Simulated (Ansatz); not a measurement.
# Rock-salt TmN

Level of theory: LDA (Ansatz, a program for electronic structure, PAW).

Settings: plane-wave cutoff 500 eV, 14×14×14 k mesh, Fermi–Dirac smearing 0.05 eV, spin-polarised with parallel moments, scalar-relativistic PAW data made under PBE.

Cell (relaxed at this level):

```yaml
crystal:
  lattice:
    - [0.00000, 2.34767, 2.34767]
    - [2.34767, 0.00000, 2.34767]
    - [2.34767, 2.34767, 0.00000]
  atoms:
    - { symbol: Tm, position: [0.00000, 0.00000, 0.00000] }
    - { symbol: N, position: [0.50000, 0.50000, 0.50000] }
```

```json
{
  "band_gap": "none"
}
```

Note: the magnetic order was assumed, not searched for or taken from measurement; the 4f shell is treated without U or exact exchange, so its levels and filling can be wrong; the volume lies 7 % below that of the published cell.

Spin–orbit coupling is not included.

The result took roughly 60 core-seconds.
